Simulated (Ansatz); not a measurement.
```yaml
crystal:
  lattice:
    - [4.58772, 0.00000, 0.00000]
    - [0.00000, 4.58772, 0.00000]
    - [0.00000, 0.00000, 2.92824]
  atoms:
    - { symbol: Ti, position: [0.00000, 0.00000, 0.00000] }
    - { symbol: Ti, position: [0.50000, 0.50000, 0.50000] }
    - { symbol: O, position: [0.30374, 0.30374, 0.00000] }
    - { symbol: O, position: [0.80374, 0.19626, 0.50000] }
    - { symbol: O, position: [0.19626, 0.80374, 0.50000] }
    - { symbol: O, position: [0.69626, 0.69626, 0.00000] }
```

No spin polarisation.

Method: plane-wave PAW DFT at the PBE level (Ansatz, a first-principles code, 420 eV), no spin-orbit coupling. k-mesh 7×7×11 (Γ-centred); smearing 0.05 eV (Fermi–Dirac).

Q: What electron mass does the calculation give?

A: 0.55 mₑ along c, 1.1 mₑ across (at Γ).

Q: What valence-band top at Γ (three highest levels, from the VBM) does the calculation give?

A: 0.00, -0.46, -0.46 eV.

The levels and masses belong to the bands next to the band gap. The cells carry an imposed strain or load. Effective masses come from finite differences of ±0.01 Å⁻¹. Stability against distortions was not tested. All final runs are without spin polarisation. The cell was made from TiO$_{2}$ in the rutile structure (space group P4_2/mnm, No. 136) by this change: isotropic strain −1.20 %.
